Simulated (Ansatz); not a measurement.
Take GaN in the zinc blende structure (space group F-43m, No. 216) as the base.

```
CELL_PARAMETERS angstrom
      0.00000     2.24904     2.24904
      2.24904     0.00000     2.24904
      2.24904     2.24904     0.00000
ATOMIC_POSITIONS crystal
  N  0.75000 0.75000 0.75000
  Ga 0.00000 0.00000 0.00000
```

Levels (all Ansatz, a quantum-chemistry and plane-wave program, PAW): PBEsol (420 eV, no spin-orbit coupling); HSE06 (420 eV, without spin-orbit coupling).

Its gap is 1.70 eV with PBEsol and 3.00 eV with HSE06.

Now apply this change: a fraction x = 0.25 of the Ga sites is given to Al, ordered in a cell of 8 atoms (starting symmetry I-42m) and fully relaxed.

With PBEsol the gap becomes 2.27 eV.

If the HSE06 correction stayed the same, what would the HSE06 gap be, and what does the HSE06 run give?

A rigid correction of +1.30 eV gives 3.57 eV. The HSE06 run gives 3.61 eV, so the correction itself changes by +0.04 eV.

Single points use the geometry relaxed with PBEsol. These are small ordered cells, not random alloys; other orderings at the same x differ. Stability against distortions was not tested. This is not the structure that GaN has at room temperature and ambient pressure. This is not the structure that AlN has at room temperature and ambient pressure.
